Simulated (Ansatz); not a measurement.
Ansatz (a program for electronic structure) run on Cu (I4/mmm, 1 atom in the cell): self-consistent single point

Level of theory: LDA (PW92), default PAW files made with PBE (plane waves; Ansatz).

Input:

Ansatz 0.2 input:
```yaml
# Cu
crystal:
  lattice:
    - [-1.455082, 1.455082, 1.366322]
    - [1.455082, -1.455082, 1.366322]
    - [1.455082, 1.455082, -1.366322]
  atoms:
    - { symbol: Cu, position: [0.000000, 0.000000, 0.000000] }
basis:
  ecutwfc: 420.0
kpoints:
  mp_grid:
    grid: [16, 16, 16]
hamiltonian:
  xc: lda
  pseudopotentials:
    kind: paw
scf:
  occupations:
    method: gaussian
    width: 0.1
output:
  forces: true
  eigenvalues: true
  stress: true
```

Output (repeated stretches shortened):

```
WARN ansatz: RAYON_NUM_THREADS=1 ignored (pool sized by the plan → 1); use --threads N
Pseudopotentials: kind: paw
Pseudopotential: Cu, paw, valence charge 19
Crystal: 1 atoms, lattice volume = 11.571 Å³
Basis set: ecut = 420 eV, 225 PW (Γ)
Bands: 14, of which v1, the nominal top of the filled ones, is band 10 counted from 1 (9 counted from 0)
Symmetry: 16 space group operations
Space group: I4/mmm (ITA 139), of the structure as read, at distance tolerance 2.3e-5 Å
k-points: 349 of 4096
PAW frozen core: Cu, regenerated for the run's functional, and the local potential with it
Initial density: superposition of atomic densities (neutral atoms: chi_scale 0, normalization atom), corrected by the library's trained network
Initial wavefunctions: pseudopotential atomic-orbital guess
Eigensolver: davidson
Functional: x = slater, c = lda
SCF iter   1: F=—  HF=-6555.665945 eV  |F-HF|=—  |Δ(HF+E_count)|=         —  Δρ=2.50e-2  dr2=3.27e-2  ethr=1.77e-3  ⟨swp⟩=5.4  Hψ=24504  notcnv=0
all-band conjugate gradients solve this SCF's bands
preconditioner: auto → none
SCF iter   2: F=—  HF=-6555.657866 eV  |F-HF|=—  |Δ(HF+E_count)|=   8.08e-3  Δρ=1.84e-3  dr2=3.02e-4  ethr=1.72e-4  ⟨swp⟩=2.8  Hψ=10655  notcnv=0  defer=138
SCF iter   3: F=—  HF=-6555.657825 eV  |F-HF|=—  |Δ(HF+E_count)|=   4.05e-5  Δρ=1.51e-3  dr2=7.01e-5  ethr=1.59e-6  ⟨swp⟩=2.3  Hψ=7473  notcnv=0  defer=138
SCF iter   4: F=—  HF=-6555.657873 eV  |F-HF|=—  |Δ(HF+E_count)|=   4.74e-5  Δρ=2.92e-5  dr2=5.90e-8  ethr=3.69e-7  ⟨swp⟩=1.0  Hψ=4744  notcnv=0  defer=138
iter 5 did not close the SCF: its close was put off for the readings that it lacked (scf_convergence_deferred on its scf_iter line)
SCF iter   5: F=-6555.657873 eV  HF=-6555.657873 eV  |F-HF|=9.64e-11  |Δ(HF+E_count)|=   8.23e-8  Δρ=3.86e-6  dr2=4.35e-10  ethr=3.11e-10  ⟨swp⟩=2.0  Hψ=8087  notcnv=0  defer=138
SCF iter   6: F=-6555.657873 eV  HF=-6555.657873 eV  |F-HF|=8.19e-12  |Δ(HF+E_count)|=  2.09e-11  Δρ=1.85e-7  dr2=2.18e-12  ethr=2.29e-12  ⟨swp⟩=2.8  Hψ=15134  notcnv=0
SCF 1 converged in 6 iterations: F = -6555.657873 eV  dr2 = 2.18e-12
SCF converged after 6 iterations
Free energy (F): -6555.657873 eV
Harris-Foulkes:  -6555.657873 eV  (|F-HF|=8.19e-12)
Internal energy: -6555.655007 eV  (E = F + TS)
E sigma→0 (E₀):  -6555.656440 eV
Entropy (-TS):   -0.002866 eV (-2.866 meV/atom)
Fermi energy:    16.787566 eV
--- Per-component energies (eV) ---
  E_band       = -356.745656
  E_kinetic    = 300.724104
  E_local      = -4015.191761  (includes V_loc(G=0)·N_el)
  E_nonlocal   = 393.938254
  E_hartree    = 1765.593440
  E_xc         = -89.294309
  E_vxc        = -115.811437  (∫ρ·V_xc dr)
  E_paw        = -1593.003516  (= ΣΔE_a)
  E_vpaw       = -451.591814  (= ΣTr[D̂ρ^β])
  E_aug_tail   = 0.000214  (compensation charges beyond the density's cutoff)
  E_ewald      = -3318.871093
  E_core_change = 0.449660  (= ΣΔE_core)
  E_smearing   = -0.002866  (= −TS)
  E_closure    = -0.000000  (closes the sum)
  Σ components = -6555.657873   (vs F -6555.657873, Δ=0.00e0)
--- Forces (eV/Å), atoms counted from 1 ---
  atom   1  Cu     0.00000000    -0.00000000     0.00000000
  max |Σ_I F_I| component: 3.88e-31 eV/Å
--- Stress (GPa, compression-positive) ---
       -9.120640       0.000000      -0.000000
        0.000000      -9.120640      -0.000000
       -0.000000      -0.000000      -9.373660
  P = ⅓ Tr σ = -9.2050 GPa (-92.050 kbar)
  The stress holds the Pulay correction. Without it, at fixed plane waves, as pw.x and ABINIT print it: P = -9.3116 GPa
--- Band table (eV; the first three rows and the last of 349) ---
  k-point 0: bands = ["-95.0315", "-52.7809", "-52.7753", "-52.7753", "7.2019", "13.4138", "13.6794", "13.6794", "14.4950", "14.7784", "41.3891", "41.3891", "43.1719", "44.9740"]
  k-point 1: bands = ["-95.0308", "-52.7824", "-52.7801", "-52.7752", "7.3487", "13.4178", "13.6550", "13.7367", "14.4659", "14.7739", "39.3851", "41.4066", "42.7789", "43.7266"]
  k-point 2: bands = ["-95.0290", "-52.7936", "-52.7867", "-52.7747", "7.7825", "13.4231", "13.5860", "13.9025", "14.3961", "14.7615", "36.1212", "40.8492", "41.9981", "42.4765"]
  k-point 348: bands = ["-95.0007", "-52.8734", "-52.8734", "-52.8636", "11.9775", "12.0314", "15.2157", "15.2157", "15.2806", "24.1689", "24.1689", "26.6006", "30.0403", "30.6248"]
```

The run converged in 6 iterations.

The starting cell comes from a database of computed structures (which also holds hypothetical and non-ambient phases and stackings), without a prior relaxation at this level. Its lattice was rescaled by up to half a per cent. Spin polarisation is off. With a pressure of about -9 GPa the cell is away from its equilibrium volume at this level. Ansatz's pressure includes its estimate of the finite-basis (Pulay) stress.
